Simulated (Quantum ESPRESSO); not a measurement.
**Habitual settings against a tight run: SrPd2 (Fd-3m, 6 atoms in the cell)**

Self-consistent single point.

```yaml
crystal:
  lattice:
    - [-4.02969, 0.00000, 4.02969]
    - [0.00000, 4.02969, 4.02969]
    - [-4.02969, 4.02969, 0.00000]
  atoms:
    - { symbol: Sr, position: [0.75000, 0.75000, 0.75000] }
    - { symbol: Sr, position: [0.50000, 0.50000, 0.50000] }
    - { symbol: Pd, position: [0.12500, 0.62500, 0.12500] }
    - { symbol: Pd, position: [0.12500, 0.12500, 0.12500] }
    - { symbol: Pd, position: [0.62500, 0.12500, 0.12500] }
    - { symbol: Pd, position: [0.12500, 0.12500, 0.62500] }
```

Level of theory: LDA (PZ), GBRV 1.5 ultrasoft (LDA) pseudopotentials (plane waves; Quantum ESPRESSO).

Base settings: ecutwfc = 40 Ry; ecutrho = 320 Ry; occupations = smearing; smearing = methfessel-paxton; degauss = 0.0073499 Ry; potentials = {Sr: sr_lda_v1.uspp.F.UPF, Pd: pd_lda_v1.4.uspp.F.UPF}; K_POINTS = automatic 10 10 10 0 0 0; conv_thr = 1e-10 Ry; mixing_beta = 0.3.

Tight run (finer mesh or higher cutoff; not a proven limit): ecutwfc: 40 Ry → 56 Ry; ecutrho: 320 Ry → 448 Ry; conv_thr: 1e-10 Ry → 7.3e-11 Ry; K_POINTS: automatic 10 10 10 0 0 0 → automatic 14 14 14 0 0 0. It gave Fermi level (on the code's own zero) 12.45 eV; pressure -10.94 GPa.

Quick runs, as changes from the base:
- A: the base itself
- B: ecutwfc: 40 Ry → 32 Ry; ecutrho: 320 Ry → 256 Ry; K_POINTS: automatic 10 10 10 0 0 0 → automatic 6 6 6 0 0 0
- C: ecutwfc: 40 Ry → 24 Ry; ecutrho: 320 Ry → 192 Ry; K_POINTS: automatic 10 10 10 0 0 0 → automatic 1 1 1 0 0 0
- D: ecutwfc: 40 Ry → 36 Ry; ecutrho: 320 Ry → 288 Ry; smearing: methfessel-paxton → gaussian; degauss: 0.0073499 Ry → 0.036749 Ry; pseudopotentials: {Sr: sr_lda_v1.uspp.F.UPF, Pd: pd_lda_v1.4.uspp.F.UPF} → {Sr: Sr_pbe_v1.uspp.F.UPF, Pd: Pd_ONCV_PBE-1.0.oncvpsp.upf}; K_POINTS: automatic 10 10 10 0 0 0 → automatic 3 3 3 0 0 0; input_dft: default → pbesol [PBEsol]
- E: ecutwfc: 40 Ry → 42 Ry; ecutrho: 320 Ry → 336 Ry; pseudopotentials: {Sr: sr_lda_v1.uspp.F.UPF, Pd: pd_lda_v1.4.uspp.F.UPF} → {Sr: Sr_pbe_v1.uspp.F.UPF, Pd: Pd_ONCV_PBE-1.0.oncvpsp.upf}; K_POINTS: automatic 10 10 10 0 0 0 → automatic 8 8 8 0 0 0; input_dft: default → pbesol [PBEsol]
- F: conv_thr: 1e-10 Ry → 7.3e-05 Ry; K_POINTS: automatic 10 10 10 0 0 0 → automatic 4 4 4 0 0 0

Energies are extrapolated to zero smearing width, which holds to low order in the width alone (under cold and Methfessel-Paxton smearing the free energy itself is taken).

Dashes: energy of D, E, another energy zero; pressure of F, not trusted under this conv_thr with d or f elements.

† marks runs with another functional, U, potentials or spin treatment: their distance from the tight run is not a convergence error alone.

The count of work is k-points × plane waves × bands × iterations; it is no time. Core times come from one kind of shared machine and are given to one figure; runs under 30 s give none.

The starting cell comes from a database of computed structures (which also holds hypothetical and non-ambient phases and stackings), without a prior relaxation at this level. Its lattice was rescaled by a random factor within 2.5 % of one. Spin polarisation is off. In the base run, with a pressure of about -11 GPa the cell is away from its equilibrium volume at this level.

| run | energy less tight (meV/atom) | pressure less tight (GPa) | count of work / tight | core time / tight (rough) |
|---|---|---|---|---|
| A | 6.8 | 0.00 | 0.24 | 0.2 |
| B | 91.4 | -7.30 | 0.071 | 0.08 |
| C | 3863.3 | -83.18 | 0.016 | 0.08 |
| D† | – | -15.02 | 0.019 | 0.04 |
| E† | – | 0.80 | 0.16 | 0.2 |
| F | 10.2 | – | 0.028 | 0.05 |

Among the runs at the tight run's level, the energy misses run from 6.8 to 3863.3 meV/atom.
